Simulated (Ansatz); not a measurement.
Take TlBr in the CsCl type structure (space group Pm-3m, No. 221) as the base.

```
CELL_PARAMETERS angstrom
      4.05322     0.00000     0.00000
      0.00000     4.05322     0.00000
      0.00000     0.00000     4.05322
ATOMIC_POSITIONS crystal
  Tl 0.00000 0.00000 0.00000
  Br 0.50000 0.50000 0.50000
```

The values are results of PBE/PAW in Ansatz (a first-principles code), without spin-orbit coupling, not measurements.

For the base:

| Property | Value |
|---|---|
| Valley order | X along ⟨100⟩ 1.99 eV; R along ⟨111⟩ 2.35 eV |
| Pressure | -0.01 GPa |

The change: every lattice vector is stretched by 2.00 %; the atoms relax in the strained cell.

Task: How does this affect the valley order and pressure?

Result: The valley order (the lowest conduction-band minima on the path, energy above the VBM, named in the base's zone) goes from X along ⟨100⟩ 1.99 eV; R along ⟨111⟩ 2.35 eV to X along ⟨100⟩ 2.13 eV; R along ⟨111⟩ 2.55 eV; the pressure drops by 1.00 GPa (-0.01 GPa → -1.01 GPa).

Spin-orbit coupling, missing from the scalar runs, can matter with Tl. The levels and masses belong to the bands next to the band gap. Stability against distortions was not tested.
